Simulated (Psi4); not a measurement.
Psi4 1.11, CCSD(T)/cc-pvdz, cc_type df, scf_type df, freeze_core True: cluster of 3 water molecules, 9 atoms. The geometry is a generated start, not checked to be a minimum at this level.

```
Quantity                                          Value
-----------------------  ------------------------------
task                                             energy
method                                          ccsd(t)
basis                                           cc-pvdz
freeze_core                                        true
guess                    auto, which took SAD (default)
diis_max_vecs                              10 (default)
scf_initial_accelerator                 adiis (default)
e_convergence                           1e-08 (default)
d_convergence                           1e-08 (default)
basis functions                                      72
```

Hardware: Intel Xeon 6 (Granite Rapids), 96 cores on 1 socket, 2 hardware threads a core, 3 L3 cache groups, 3 NUMA nodes.

Wall times, medians of two to five repeats, each run alone on the node (launch to exit). Processes are pinned to neighbouring cores unless said otherwise. The build: conda-forge: OpenMP (LLVM), MKL, Libint2; another build can shift the numbers. Scratch files lie in a memory file system.

All on 32 threads. Base settings, kept where nothing else is said: memory = 32 GB, cc_type = df, scf_type = df (molecule_keys, qc_module not set). The candidates, on 32 cores each, agree within 1.0 meV/atom in energy:
A. cc_type = conv, scf_type = pk, qc_module = ccenergy
B. qc_module = occ
C. the base settings
D. memory = 0.5 GB
E. cc_type = cd, scf_type = cd
F. cc_type = conv, scf_type = pk, qc_module = fnocc
G. molecule_keys = symmetry c1
H. memory = 2 GB

Problem. Which would you take for the shortest time to solution?

Solution. H and D and C and G, at 2.3 s, level within 8 % or the scatter of repeats. At the other end A takes 3.2× as long.

```tsv
candidate	wall time	repeats	SCF iterations
H	2.3 s	3 runs within 2 %	11
D	2.3 s	3 runs within 2 %	11
C	2.3 s	3 runs within 1 %	11
G	2.3 s	3 runs within 1 %	11
B	2.7 s	3 runs within 1 %	11
E	2.8 s	3 runs within 1 %	11
F	5.1 s	3 runs within 1 %	11
A	7.4 s	2 runs within 1 %	11
```

From the slowest to the fastest: The largest move is in the correlated step: 3.6 s to 0.74 s. What the program resolved moves too: JK builder from DiskJK to DiskDFJK. Launch, exit and the like take 1.2 s of the 2.3 s.
